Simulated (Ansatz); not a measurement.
**Several settings converged on a (110) slab of ScSi (cut from a parent of space group no. 63; 8 atoms in the cell)**

```
ScSi
1.0
    3.64911     0.00000     0.00000
    0.00000     5.31417     0.00000
    0.00000     0.00000    20.77761
Sc Si
4 4
Direct
  0.25000   0.40068   0.43600
  0.75000   0.92169   0.38661
  0.25000   0.12108   0.61339
  0.75000   0.64209   0.56400
  0.25000   0.88279   0.48571
  0.75000   0.43958   0.33690
  0.25000   0.60318   0.66310
  0.75000   0.15998   0.51429
```

Base method: LDA (PW92), default PAW files made with PBE (plane waves; Ansatz, a first-principles code).

Base settings: basis.ecutwfc = 30.9 Ry; kpoints.mp_grid.grid = 7 5 1; hamiltonian.xc = lda; hamiltonian.pseudopotentials = {kind: paw} (the program's default PAW files); scf.occupations.method = fermi_dirac; scf.occupations.width = 0.0073 Ry.

The count of work is k-points × plane waves × bands × iterations; it is no time. 

**The vacuum**

The mesh stays at the base's, so the ladder's end is converged at best in this setting alone.

Only quantities that move along the ladder and can be compared are tabulated.

```csv
vacuum between outermost atoms (Å),free energy less the last step's (meV/atom),largest difference of a force vector from the last step's (eV/Å),count of work / last
3.0,-90.37,0.739,0.27
4.0,-29.51,0.268,0.29
5.0,-8.38,0.080,0.32
6.0,-2.22,0.020,0.35
7.0,-0.59,0.005,0.38
8.0,-0.16,0.001,0.40
10.0,-0.01,0.000,0.46
12.0,0.00,0.000,0.51
14.0,0.00,0.000,0.57
17.0,0.00,0.000,0.65
20.0,0.00,0.000,0.73
25.0,0.00,0.000,0.87
30.0,0.00,0.000,1.0
```

Smallest vacuum between outermost atoms (Å) that holds the forces within 0.01 eV/Å of the last step, with all finer ones: 7.0, at 0.38 of the last step's count of work; the step before is off by 0.020 eV/Å.

Smallest vacuum between outermost atoms (Å) that holds the free energy within 1 meV/atom of the last step, with all finer ones: 7.0, at 0.38 of the last step's count of work; the step before is off by 2.2 meV/atom.

**The plane-wave cutoff**

The mesh stays at the base's, so the ladder's end is converged at best in this setting alone.

Only quantities that move along the ladder and can be compared are tabulated.

| basis.ecutwfc | free energy less the last step's (meV/atom) | largest difference of a force vector from the last step's (eV/Å) | count of work / last |
|---|---|---|---|
| 15.4 Ry | 973.35 | 0.088 | 0.14 |
| 18.4 Ry | 214.24 | 0.041 | 0.19 |
| 21.7 Ry | 35.84 | 0.007 | 0.21 |
| 26.1 Ry | 3.66 | 0.006 | 0.27 |
| 30.9 Ry | 0.63 | 0.000 | 0.35 |
| 37.1 Ry | 0.34 | 0.000 | 0.47 |
| 46.3 Ry | 0.08 | 0.000 | 0.65 |
| 61.7 Ry | 0.00 | 0.000 | 1.0 |

Coarsest basis.ecutwfc that holds the forces within 0.005 eV/Å of the last step, with all finer ones: 30.9 Ry, at 0.35 of the last step's count of work; the step before is off by 0.006 eV/Å.

Coarsest basis.ecutwfc that holds the free energy within 1 meV/atom of the last step, with all finer ones: 30.9 Ry, at 0.35 of the last step's count of work; the step before is off by 3.7 meV/atom.

On the base run: the starting cell comes from a database of computed structures (which also holds hypothetical and non-ambient phases and stackings), without a prior relaxation at this level. The slab is cut from that crystal, and its faces are unrelaxed. Its lattice was rescaled by up to half a per cent. Spin polarisation is off, though cut faces can carry moments; the slab shows no gap.

Keys are those of Ansatz 0.2.
